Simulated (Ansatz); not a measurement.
What biaxial strain −2.00 %, plane normal [001], relaxed out of plane does to AlN

Take AlN in the zinc blende structure (space group F-43m, No. 216; a = 4.3698 Å) as the base. Axes: x, y, z lie along the cube axes.

One thing is altered: compressive biaxial strain of 2.00 % in the plane normal to [001], as in epitaxy on a mismatched substrate; the out-of-plane cell vector and the atoms relax.

Computed with r2SCAN/PAW in Ansatz (an electronic-structure program), scalar-relativistic without spin-orbit coupling. k-mesh 13×13×13 (Γ-centred); smearing 0.05 eV (Fermi–Dirac).

```json
[
 {"quantity": "space group", "base": "F-43m (No. 216)", "changed": "I-4m2 (No. 119)", "shift": "–"},
 {"quantity": "shortest interatomic distance", "base": "1.892 Å", "changed": "1.880 Å", "shift": "-0.012 Å"},
 {"quantity": "energy relative to the base (free energy F)", "base": "0 meV/atom", "changed": "+8.3 meV/atom", "shift": "+8.3 meV/atom"},
 {"quantity": "pressure (mean of the normal stresses, compression positive)", "base": "0.01 GPa", "changed": "4.38 GPa", "shift": "+4.37 GPa"},
 {"quantity": "band gap", "base": "3.94 eV", "changed": "3.82 eV", "shift": "-0.12 eV"},
 {"quantity": "gap character", "base": "–", "changed": "indirect, S₀–Γ (75 % along) → X", "shift": "–"},
 {"quantity": "smallest direct gap", "base": "4.84 eV", "changed": "4.96 eV", "shift": "+0.12 eV"},
 {"quantity": "valley order (the lowest conduction-band minima on the path, energy above the VBM, named in the base's zone)", "base": "X along ⟨100⟩ 3.94 eV; Γ 4.84 eV", "changed": "X along [010] 3.82 eV; X along [001] 4.02 eV; Γ 4.95 eV", "shift": "–"},
 {"quantity": "out-of-plane strain", "base": "–", "changed": "+2.00 %", "shift": "–"},
 {"quantity": "ratio −ε⊥/ε∥", "base": "–", "changed": "1.00", "shift": "–"},
 {"quantity": "mean in-plane stress (compression positive)", "base": "–", "changed": "+6.6 GPa", "shift": "–"}
]
```

Final structure (turned so that z lies along the plane normal):

```
AlN
1.0
    3.02808     0.00000     0.00000
    0.00000     3.02808     0.00000
    1.51404    -1.51404     2.22862
Al N
1 1
Direct
  0.00000   0.00000   0.00000
  0.75000   0.75000   0.50000
```

No phonon test of stability was made. This is not the structure that AlN has at room temperature and ambient pressure. Labels are those of the standard path for the cell's own space group.
